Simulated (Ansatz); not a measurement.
AuAl2: energy against strain

AuAl2 (fluorite, Fm-3m, 18.029 Å³/atom and stress up to 0.01 GPa in the relaxed cell) under an equal strain ε in the (111) plane with the normal axis free, as in a coherent film. PBEsol in Ansatz, a plane-wave DFT program (PAW, default set), 420 eV, 17×17×17 Γ-centred mesh, Fermi-Dirac smearing 0.10 eV; ions are relaxed, or left where forces stay under 0.02 eV/Å, within the symmetry of each cell.

Here s stands for strain and y for E less E0.

```csv
strain (%),E less E0 (meV/atom)
-1.25,3.49
-0.83,1.53
-0.42,0.39
0.00,0.00
0.42,0.41
0.83,1.57
1.25,3.52
2.50,?
```

Q: Fit y against s with a parabola, and predict the withheld value at s = 2.50.

A: Least squares gives y = 0.004 + 0.0163·s + 2.2414·s². Residuals (row less fit): 0.004, -0.005, -0.003, -0.004, 0.004, 0.008, -0.007; standard error 0.007 (degrees of freedom: 4). The quadratic coefficient over the volume, 2.2414 meV × 10⁴ × 0.1602 / 18.029 Å³, is the biaxial elastic modulus of this plane = about 200 GPa. At the withheld row, y = 0.004 + 0.0163 × 2.50 + 2.2414 × 2.50² = 14.054 meV/atom. The calculation gives 13.78 meV/atom, 0.274 meV/atom below the prediction (2.0 % of the range of y in the table). The row lies outside the fitted rows, so this is an extrapolation. From the scatter of the fitted rows alone, a prediction at this place has a standard error of 0.026 meV/atom, so the miss is 10.5 times that.

A polynomial of degree 3 through the 12 other runs of the series gives 13.85 there, so most of the miss is curvature that the fit leaves out. In a metal these values are sensitive to mesh and smearing; energies are taken to zero smearing, stresses follow the free energy. Spin-orbit coupling is left out, which can shift these values for the heavy elements here. Rows are the converged runs of the series near zero and its far end; series whose fitted rows scatter by over a few per cent of the range, as at a crossing or softening among them, aren't shown in this form, nor equations of state whose B0' disagrees with the runs' pressures. Most that stay on the fit to the last digits aren't either.
